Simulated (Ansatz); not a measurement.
System: interstitial Be in silicon (charge state +2). Computed with PBE, PAW (plane waves to 420 eV; Ansatz, a program for electronic structure).

Cell of 64 host sites held at the relaxed PBE lattice; a 2×2×2 k-point mesh shifted by half a step; Fermi-Dirac width 0.01 eV, spin-restricted; finite-size errors left in. No zero-point or tunnelling terms. The charge state is imposed; whether it is stable for some Fermi level was not computed. Sites that were not tried may lie lower.

Barriers: single points on a 3×3×3 k-point mesh shifted by half a step at the bands' geometries.

The step: one Be atom jumps by itself; the atom moves 2.36 Å along (0.25, -0.25, -0.25) of the unit cell; the moving atom starts with neighbours 4 Si at 2.42, 3 Si at 2.74, 3 Si at 2.75 Å and ends with 4 Si at 2.42, 3 Si at 2.74, 3 Si at 2.75 Å.

Q: Estimate the migration barrier of this step that PBE, PAW returns for this input.

A: 0.065 eV, the same both ways. At the saddle the moving atom has neighbours 4 Si at 2.33, 2 Si at 2.34 Å. The saddle point's order was not checked, and it lies on a symmetry element of the cell, where a band can be held.
